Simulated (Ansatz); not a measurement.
The starting structures come from a database of crystals and need not be the phases stable at ambient conditions.

 Where the default PAW files enter, the runs use the earlier of Ansatz's two default sets.

Evanescent states of Sr$_{2}$H$_{6}$Os (Fm-3m, not sure to be the ambient phase, 9 atoms a cell, 12.3 Å³ an atom) along the normal of (111)

Level of theory: r2SCAN (plane waves, PAW; Ansatz, a first-principles code).

The gap is the functional's own. No spin-orbit coupling. Mid-gap values are interpolated on the energy grid.

Energies count from the valence-band top; κ is the least over a 6×6 mesh across the current.

| E (eV) | κ (1/Å) | where |
|---|---|---|
| 0.07 | 0.215 | Γ |
| 0.21 | 0.398 | Γ |
| 0.35 | 0.445 | Γ |
| 0.49 | 0.485 | Γ |
| 0.63 | 0.483 | off Γ |
| 0.77 | ? | off Γ |
| 0.91 | ? | off Γ |
| 1.05 | ? | off Γ |
| 1.19 | ? | off Γ |
| 1.33 | ? | off Γ |
| 1.47 | ? | off Γ |
| 1.61 | ? | off Γ |
| 1.75 | ? | off Γ |
| 1.89 | ? | off Γ |
| 2.03 | ? | off Γ |
| 2.17 | 0.304 | off Γ |
| 2.31 | 0.274 | off Γ |
| 2.45 | 0.236 | off Γ |
| 2.59 | 0.185 | off Γ |
| 2.73 | 0.097 | off Γ |

Task: Complete the blanks.

Result: 
- 0.77, κ (1/Å): 0.467
- 0.91, κ (1/Å): 0.453
- 1.05, κ (1/Å): 0.440
- 1.19, κ (1/Å): 0.427
- 1.33, κ (1/Å): 0.414
- 1.47, κ (1/Å): 0.400
- 1.61, κ (1/Å): 0.385
- 1.75, κ (1/Å): 0.369
- 1.89, κ (1/Å): 0.350
- 2.03, κ (1/Å): 0.329
